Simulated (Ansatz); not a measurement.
Reference: CdS (P6_3mc), PBEsol, rigid bands (plane waves, PAW, scalar-relativistic; Ansatz, a quantum-chemistry and plane-wave program); axes and stresses refer to this cell.

```yaml
crystal:
  lattice:
    - [4.12426, 0.00000, 0.00000]
    - [-2.06213, 3.57172, 0.00000]
    - [0.00000, 0.00000, 6.70920]
  atoms:
    - { symbol: Cd, position: [0.66667, 0.33333, 0.50020] }
    - { symbol: Cd, position: [0.33333, 0.66667, 0.00020] }
    - { symbol: S, position: [0.66667, 0.33333, 0.87680] }
    - { symbol: S, position: [0.33333, 0.66667, 0.37680] }
```

- Seebeck coefficient, n-type 1e19 cm⁻³: -81 μV/K
- hole mass along z: 1.45 mₑ
- hole conductivity mass: 1.19 mₑ

Q: Change: spin-orbit coupling switched on. What happens to Seebeck coefficient, n-type 1e19 cm⁻³, hole mass along z, hole conductivity mass?

A: Seebeck coefficient, n-type 1e19 cm⁻³ moves little, to -82 μV/K; hole mass along z increases to 1.51 mₑ; hole conductivity mass grows to 1.26 mₑ.

Masses are for dilute carriers at 300 K, harmonic means over directions unless an axis is named. Seebeck coefficients are for the stated density at 300 K, with one relaxation time for all states and whether or not that doping can be reached. Spin-orbit coupling is left out unless a row names it.
